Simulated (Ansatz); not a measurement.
## Si: Si → C

Start from Si in the diamond structure (space group Fd-3m, No. 227; a = 5.434 Å).

Now apply this change: C takes the place of Si on all its sites; the structure is relaxed again.

Computed with PBEsol (Ansatz, a quantum-chemistry and plane-wave program), no SOC. Γ-centred 16×16×16 mesh, Fermi–Dirac width 0.05 eV, for the changed cell.

```csv
quantity,base,changed,shift
volume per atom,20.05 Å³,5.61 Å³,-14.44 Å³
density,2.33 g/cm³,3.55 g/cm³,+1.229 g/cm³
space group,Fd-3m (No. 227),Fd-3m (No. 227),–
shortest interatomic distance,235.3 pm,153.9 pm,-81.4 pm
band gap,0.47 eV,4.03 eV,+3.569 eV
smallest direct gap,2.52 eV,5.57 eV,+3.05 eV
width of the top valence band,3.90 eV,8.51 eV,+4.61 eV
electron mass,"0.93 mₑ along k, 0.19 mₑ across (off the special points)","1.6 mₑ along k, 0.29 mₑ across (off the special points)",–
```

Final structure:

```
C
1.0
    0.00000     1.77691     1.77691
    1.77691     0.00000     1.77691
    1.77691     1.77691     0.00000
C
2
Direct
  0.00000   0.00000   0.00000
  0.25000   0.25000   0.25000
```

Effective masses come from finite differences of ±0.01 Å⁻¹. Along k means along the line from Γ to the band edge. Whether these cells are dynamically stable was not tested.
